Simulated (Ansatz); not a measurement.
Results of r²SCAN in Ansatz (PAW) for Sm5Si3 (P6₃/mcm, No. 193; cell taken from a computed entry).

Run with plane-wave cutoff 500 eV, 6×6×6 k mesh, Fermi–Dirac smearing 0.05 eV, spin-polarised start, scalar-relativistic PAW data made under PBE.

Computed at the level's own relaxed cell.

Predict the volume per atom, lattice constant a and lattice parameter c.


- volume per atom: 28.63 Å³/atom
- lattice constant a: 8.840 Å
- lattice parameter c: 6.768 Å

Note: the magnetic order was assumed, not searched for or taken from measurement; the relaxation could not lower the start's symmetry, so the cell can be a saddle point above a distorted one; the 4f shell is treated without U or exact exchange, so its levels and filling can be wrong.

Spin–orbit coupling is not included.

Computed values are for the static lattice.

Cost on a shared machine: very roughly 80 core-minutes.

Ansatz is a first-principles code.
